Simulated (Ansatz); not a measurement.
The starting structures come from a database of crystals and need not be the phases stable at ambient conditions.

Tunnelling through a barrier is set by its complex band structure: the current falls as exp(−2κd) with the smallest κ.

Consider the following.

```yaml
crystal:
  lattice:
    - [9.58180, 0.00000, 0.00000]
    - [4.10531, 8.65779, 0.00000]
    - [4.79090, 3.03049, 1.98364]
  atoms:
    - { symbol: Ca, position: [0.25000, 0.75000, 0.50000] }
    - { symbol: Ca, position: [0.00000, 0.00000, 0.00000] }
    - { symbol: Cr, position: [0.50000, 0.50000, 0.00000] }
    - { symbol: Cr, position: [0.75000, 0.25000, 0.50000] }
    - { symbol: O, position: [0.77021, 0.09001, 0.45958] }
    - { symbol: O, position: [0.34001, 0.15981, 0.68038] }
    - { symbol: O, position: [0.40981, 0.09001, 0.18038] }
    - { symbol: O, position: [0.34001, 0.52021, 0.95958] }
    - { symbol: O, position: [0.47979, 0.65999, 0.04042] }
    - { symbol: O, position: [0.90999, 0.22979, 0.54042] }
    - { symbol: O, position: [0.84019, 0.65999, 0.31962] }
    - { symbol: O, position: [0.90999, 0.59019, 0.81962] }
```

Space group of this cell: I4_1/amd. The cell is taken as given; by PBEsol its mean pressure is -1.7 GPa.

Transport runs along the normal of the first two printed cell vectors, the (111) plane of the conventional cell.

The gap is the functional's own. No spin-orbit coupling. Mid-gap values are interpolated on the energy grid.

Question: Predict the band gap and the smallest decay constant κ at mid-gap from Ansatz (a quantum-chemistry and plane-wave program) with PBEsol.

Answer: Gap 2.27 eV on a 16×16×16 mesh; κ = 0.436 1/Å, at the zone centre.
